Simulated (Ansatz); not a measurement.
```
NbN
1.0
    0.00000     2.19012     2.19012
    2.19012     0.00000     2.19012
    2.19012     2.19012     0.00000
Nb N
1 1
Direct
  0.50000   0.50000   0.50000
  0.00000   0.00000   0.00000
```

Question: Is this relaxed cell dynamically stable according to harmonic phonons (finite displacements on a 8×8×8 mesh, DFT at the PBEsol level (Ansatz, a first-principles code), k mesh 16×16×16, methfessel-paxton smearing of 0.15 eV)? If not, where is the strongest instability?

Answer: No. The softest mode is 320i cm⁻¹ at q = (0.000, -0.500, -0.500) in fractions of the reciprocal vectors of this cell, and 279 of the 512 wave vectors of the mesh carry a mode beyond 15i cm⁻¹.
